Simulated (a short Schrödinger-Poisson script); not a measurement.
System: MOS inversion layer, HfO2 on p-type Si(100), at 300 K.

From the gate side: 10.6 nm HfO2; 410 nm Si, acceptors 1.1e18 cm⁻³.

Constants are typed, rounded textbook-type inputs, not results; the design itself was drawn at random and stands for no fabricated device. HfO2: permittivity 22, conduction-band edge (eV) 1.55, gap (eV) 5.7, electron mass (mₑ) 0.2. Si: permittivity 11.7, conduction-band edge (eV) 0, gap (eV) 1.124, Nv at 300 K (cm⁻³) 3.1e19.

Channel valleys (confinement mass, in-plane density-of-states mass, number): Δ2 0.916, 0.19, 2; Δ4 0.19, 0.417, 4. At the gate the conduction-band edge of layer 1 lies 1.93 eV − eVg above the Fermi level of the channel; the field vanishes at the back. Gaps are held at their typed values at every temperature. Mesh 0.03 nm at interfaces.

From a short Schrödinger-Poisson script (our own, NumPy): 1D Poisson equation in equilibrium, electrons quantum, Hartree (BenDaniel-Duke, 12 states a valley, the channel's in-plane mass for all, wave functions ending at the dielectric), parabolic valleys, classical holes, full ionisation, no traps, pinning or gate leakage.

| Vg (V) | electrons (cm⁻²) | C (μF/cm²) | Δ2 E0 (meV from the Fermi level) | Δ4 E0 (meV from the Fermi level) |
|---|---|---|---|---|
| 0.6 | 1.46e9 | 0.275 | 211.3 | 289.0 |
| 0.7 | 3.09e10 | 0.377 | 131.8 | 212.1 |
| 0.8 | 3.00e11 | 0.884 | 71.9 | 155.1 |
| 0.9 | 9.16e11 | 1.20 | 41.1 | 127.5 |
| 1 | 1.69e12 | 1.33 | 22.9 | 112.7 |
| 1.1 | 2.52e12 | 1.39 | 10.0 | 103.1 |
| 1.2 | 3.40e12 | 1.43 | -0.4 | 95.9 |
| 1.3 | 4.29e12 | 1.46 | -9.2 | 90.3 |
| 1.4 | 5.20e12 | 1.47 | -17.1 | 85.5 |
| 1.5 | 6.12e12 | 1.49 | -24.3 | 81.4 |
| 1.6 | 7.05e12 | 1.50 | -31.0 | 77.7 |
| 1.7 | 7.99e12 | 1.51 | -37.4 | 74.3 |
| 1.8 | 8.93e12 | 1.52 | -43.4 | 71.2 |
| 1.9 | 9.88e12 | 1.53 | -49.2 | 68.4 |
| 2 | 1.08e13 | 1.53 | -54.9 | 65.6 |
| 2.1 | 1.18e13 | 1.54 | -60.4 | 63.1 |
| 2.2 | 1.27e13 | 1.54 | -65.8 | 60.6 |

Gate voltages with under 1e9 electrons/cm² are left out.

Task: At Vg = 2.2 V the lowest Δ2 subband lies at -65.8 meV from the Fermi level. How many electrons does it hold, and what share of all?

Result: The two-dimensional density of states is g m/(πħ²) = 1.59e11 cm⁻² meV⁻¹ (both spins), kT = 25.9 meV, so n = D kT ln(1 + exp(−E/kT)) = 1.08e13 cm⁻², 0.84 of the 1.27e13 cm⁻² in all.

Task: Compare the slope of the sheet density between 2 and 2.2 V with the geometric capacitance of the layers between gate and channel.

Result: q Δn/ΔV = 1.52 μF/cm²; ε0/Σ(t/ε) = 1.84 μF/cm². The ratio is 0.83: the channel acts as a further capacitance in series.
